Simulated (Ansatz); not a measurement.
C axis length of MgO (model structure, started from the BeO type, P4₂/mnm, No. 136, 8 atoms in the cell) at several levels of theory

No measured value is used here.

```json
[
 {"level (code)": "LDA (Ansatz)", "value (Å)": "3.240"},
 {"level (code)": "PBE (Ansatz)", "value (Å)": "3.293"},
 {"level (code)": "PBEsol (Ansatz)", "value (Å)": "3.276"},
 {"level (code)": "PBE-D3(BJ) (Ansatz)", "value (Å)": "3.283"},
 {"level (code)": "r²SCAN (Ansatz)", "value (Å)": "3.266"},
 {"level (code)": "r²SCAN+rVV10 (Ansatz)", "value (Å)": "3.265"}
]
```

Cutoffs differ between the levels. Ansatz's density-functional and Hartree–Fock values are scalar-relativistic unless marked +SOC, with PAW data made under PBE.

A model structure was made by putting elements into a prototype or built by hand; it is no filed structure, need not be a known phase, and can be a saddle point held by its symmetry.

Ansatz is a program for electronic structure.
